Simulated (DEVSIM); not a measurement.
Device: abrupt InP p-n junction, at 400 K.

| layer (left to right) | material | thickness (μm) | Nd (cm⁻³) | Na (cm⁻³) | τn (s) | τp (s) |
|---|---|---|---|---|---|---|
| 1 | InP | 0.590 | - | 3.2e17 | 1.9e-9 | 1.9e-9 |
| 2 | InP | 180 | 5.1e15 | - | 1.9e-9 | 1.9e-9 |

Left contact: ohmic. Right contact: ohmic. Voltage is applied to the left contact. Recombination: SRH at mid-gap, radiative, Auger. Mobility is μmin + (μ − μmin)/(1 + (N/Nref)^α).

The device is made up for the run: typed textbook-type constants, with dimensions and the other settings drawn at random. Values at 300 K; Nc and Nv go as T^1.5, mobilities as T to minus their exponent, the gap by Varshni's rule with the affinity fixed.

```tsv
parameter	InP
gap (eV)	1.344
affinity (eV)	4.38
permittivity	12.5
Nc (cm⁻³)	5.7e17
Nv (cm⁻³)	1.1e19
μn (cm²/Vs)	5200
μp (cm²/Vs)	170
μn,min	400
μp,min	10
Nref,n	3e17
Nref,p	4.9e17
αn	0.47
αp	0.62
T exponent of μn	2
T exponent of μp	2
B (cm³/s)	1.2e-10
Cn (cm⁶/s)	9e-31
Cp (cm⁶/s)	9e-31
Varshni α (eV/K)	0.000363
Varshni β (K)	162
```

Model (solved in DEVSIM): 1D drift-diffusion, Boltzmann statistics, complete ionisation; no tunnelling, impact ionisation, image-force lowering or self-heating.

The minority lifetime in layer 2 was swept, all else fixed.

| minority lifetime in layer 2 (s) | dark forward voltage at 100 A/cm² (V) | dark forward voltage at 1 A/cm² (V) |
|---|---|---|
| 5.7e-11 | 1.730 | 0.651 |
| 1.9e-10 | 1.732 | 0.675 |
| 5.7e-10 | 1.736 | (withheld) |
| 1.9e-9 | 1.742 | 0.719 |
| 5.7e-9 | 1.745 | 0.736 |
| 1.9e-8 | 1.744 | 0.750 |
| 5.7e-8 | 1.734 | 0.760 |

### Question
What belongs in the gaps?

### Answer

- 5.7e-10, dark forward voltage at 1 A/cm² (V): 0.696
